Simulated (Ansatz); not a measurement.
**Effect of uniaxial strain ε_zz = −2.69 % on SnO2**

Start from SnO2 in the rutile structure (space group P4_2/mnm, No. 136; a = 4.828 Å, c = 3.238 Å). Axes: x, y, z lie along a, b, c of the conventional cell.

The change: uniaxial strain ε_zz = −2.69 %, all other strain components held at zero; the atoms relax in the strained cell.

The values are results of Ansatz (a quantum-chemistry and plane-wave program), PBE, PAW, cutoff 420 eV, without spin-orbit coupling, not measurements. Γ-centred 7×7×10 mesh, Fermi–Dirac width 0.05 eV.

```tsv
quantity	base	changed	shift
volume per atom	12.58 Å³	12.24 Å³	-0.34 Å³
space group	P4_2/mnm (No. 136)	P4_2/mnm (No. 136)	–
shortest interatomic distance	2.089 Å	2.061 Å	-0.028 Å
energy relative to the base (free energy F)	0 meV/atom	+11 meV/atom	+11 meV/atom
pressure (mean of the normal stresses, compression positive)	0.00 GPa	6.15 GPa	+6.15 GPa
band gap (an upper bound: an edge found on the path is not a true extremum; the base alone)	0.68 eV	1.05 eV	+0.37 eV
stress (xx, yy, zz, yz, xz, xy; compression positive)	–	(3.69, 3.69, 11.07, 0.00, 0.00, 0.00) GPa	–
```

Cost of the whole job for the changed cell (relaxation, final SCF and bands): very roughly 29 core-seconds.

No phonon test of stability was made.
